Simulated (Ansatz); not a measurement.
Input:

End structure of a constructed model of the (100) surface of fcc Ni, ferromagnetic, a pseudomorphic layer of Mn in the host's stacking (bottom of the slab: a bare face, its two planes held):

```xyz
7
Lattice="2.4886 0.0000 0.0000 0.0000 2.4886 0.0000 0.0000 0.0000 27.0000" Properties=species:S:1:pos:R:3 pbc="T T T"
Ni     1.2443     1.2443     8.0441
Ni     0.0000     0.0000     9.8038
Ni     1.2443     1.2443    11.5727
Ni     0.0000     0.0000    13.3365
Ni     1.2443     1.2443    15.0875
Ni     0.0000     0.0000    16.8703
Mn     1.2443     1.2443    18.6961
```

Slab: 7 atoms, 10.9 Å thick at the start; k 15x15x1, smearing 0.1 eV, dipole-corrected; 2 atoms held, the rest relaxed; start symmetry kept, larger cells not searched; spin-polarised, ending with about 7.3 μB a cell; orders that need a larger cell were not tried, no spin-orbit, no U. It is one candidate, not shown to be the stable structure of the face.

Task: What is the computed work function of the top face (Ansatz (a quantum-chemistry and plane-wave program) with PBE)?

Result: 4.40 eV
